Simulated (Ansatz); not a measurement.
The parent structure is MgSe in the rock salt structure (space group Fm-3m, No. 225; a = 5.4498 Å).

All numbers come from Kohn–Sham DFT with the PBEsol functional, run in Ansatz (a first-principles code) with PAW and 420 eV plane waves, scalar-relativistic without spin-orbit coupling.

Base values:

The lattice parameter a comes out as 5.450 Å, the electron mass comes out as 0.49 mₑ along k, 0.23 mₑ across (at X) and the smallest direct gap comes out as 2.50 eV. The gap character is indirect, Γ → X.

It is then changed as follows: cell and atoms relaxed at a pressure of 30 GPa.

Q: Estimate the effect on the lattice parameter a, electron mass, smallest direct gap and gap character.

A: The lattice parameter a falls by 0.465 Å to 4.985 Å; the electron mass changes from 0.49 mₑ along k, 0.23 mₑ across (at X) to 0.54 mₑ along k, 0.24 mₑ across (at X); the smallest direct gap increases by 2.154 eV, from 2.50 eV to 4.66 eV; the gap character is still indirect, Γ → X.

Load acts through the strain it causes; cell and atoms are relaxed under it. Masses are band curvatures over ±0.01 Å⁻¹ around the edge. Along k means along the line from Γ to the band edge. Whether these cells are dynamically stable was not tested. Competing high-pressure phases were not computed.
